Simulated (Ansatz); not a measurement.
The starting structures come from a database of crystals and need not be the phases stable at ambient conditions.

By PBEsol, the system below comes out a metal.

Without scattering a metal conducts by its projected Fermi surface.

Input:

```
Al2Au
1.0
    4.24594     0.00000     0.00000
    0.00000     4.24594     0.00000
    2.12297    -2.12297     3.00233
Al Au
2 1
Cartesian
  4.24594   2.12297   1.50117
  2.12297   0.00000   1.50117
  0.00000   0.00000   0.00000
```

The cell is taken as given.

The current flows along the normal of the first two printed cell vectors, the (001) plane of the conventional cell. No spin-orbit coupling; the value is a mean over 0.1 eV about the Fermi level.

Question: Predict the ballistic conductance per area from Ansatz (a program for electronic structure) with PBEsol.

Answer: 0.72 × 10¹⁵ S/m² for both spins.
